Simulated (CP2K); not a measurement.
Band structure of C (Fd-3m, 2 atoms in the cell).

```yaml
crystal:
  lattice:
    - [2.51783, 0.00000, 0.00000]
    - [1.25892, 2.18051, 0.00000]
    - [1.25892, 0.72684, 2.05580]
  atoms:
    - { symbol: C, position: [0.50000, 0.50000, 0.50000] }
    - { symbol: C, position: [0.75000, 0.75000, 0.75000] }
```

Level of theory: PBE, GPW, DZVP-MOLOPT-PBE-GTH basis, GTH-PBE potentials (POTENTIAL_UZH) (CP2K).

Settings: CUTOFF = 400 Ry; REL_CUTOFF = 40 Ry; SMEAR/METHOD = FERMI_DIRAC; ELECTRONIC_TEMPERATURE = 116.05 K; KPOINTS/SCHEME = MONKHORST-PACK 13 13 13; XC_FUNCTIONAL = PBE; C/BASIS_SET = DZVP-MOLOPT-PBE-GTH-q4; C/POTENTIAL = GTH-PBE-q4; METHOD = GPW; EPS_DEFAULT = 1e-10; EXTRAPOLATION = USE_GUESS; NGRIDS = 4; SCF_GUESS = ATOMIC; EPS_SCF = 1e-06.

The starting cell comes from a database of computed structures (which also holds hypothetical and non-ambient phases and stackings), without a prior relaxation at this level. Values carry the incompleteness of an atom-centred basis.

Task: Predict the gap along the standard path and the places of the band edges.

Result: The gap along the path is 4.56 eV, from Γ to a point between Γ and X; the smallest direct gap on it is 5.71 eV.

Levels in eV from the top of the valence band on the SCF mesh, bands 1 to 5:
```json
[
 {"point": "Γ", "1": "-21.57", "2": "0.00", "3": "0.00", "4": "0.00", "5": "5.71"},
 {"point": "X", "1": "-12.82", "2": "-12.82", "3": "-6.37", "4": "-6.37", "5": "5.43"},
 {"point": "W", "1": "-12.02", "2": "-12.02", "3": "-8.40", "4": "-8.40", "5": "11.53"},
 {"point": "K", "1": "-13.03", "2": "-11.79", "3": "-9.40", "4": "-5.43", "5": "6.31"},
 {"point": "L", "1": "-15.76", "2": "-13.47", "3": "-2.84", "4": "-2.84", "5": "8.84"},
 {"point": "U", "1": "-13.03", "2": "-11.79", "3": "-9.40", "4": "-5.43", "5": "6.31"}
]
```

Higher empty bands are left out: an atom-centred basis made for the valence describes them poorly.
